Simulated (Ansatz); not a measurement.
# Hypothetical anti-perovskite Ba3PtC: pressure series

The parent structure is Ba₃PtC in the anti-perovskite structure (space group Pm-3m, No. 221; a = 5.510 Å; a hypothetical phase, not in the database extracts checked).

Cell and atoms are relaxed at each pressure.

Level of theory: Ansatz (a first-principles code) PBE, scalar-relativistic without spin-orbit coupling.

Two rows of this table had their results exchanged by mistake.

```csv
pressure,volume per atom (Å³),shortest distance (Å),band gap
pressure −2 GPa,36.26,2.830,zero
pressure −1 GPa,34.70,2.789,zero
pressure 0.3 GPa,33.11,2.745,zero
pressure 0.7 GPa,32.68,2.733,zero
pressure 1.5 GPa,26.70,2.555,zero
pressure 3 GPa,30.63,2.675,zero
pressure 5 GPa,29.25,2.634,zero
pressure 7.5 GPa,27.85,2.592,zero
pressure 10 GPa,31.90,2.712,zero
```

**Question.** Which two?

**Answer.** The rows for pressure 1.5 GPa and pressure 10 GPa: the volume has to fall steadily with pressure, so 31.90 Å³ belongs to pressure 1.5 GPa and 26.70 Å³ to pressure 10 GPa.

Load acts through the strain it causes; cell and atoms are relaxed under it. No phonon test of stability was made. Competing high-pressure phases were not computed. All final runs are without spin polarisation. Ba3PtC has a high density of states at the Fermi level and may be magnetic at this level.
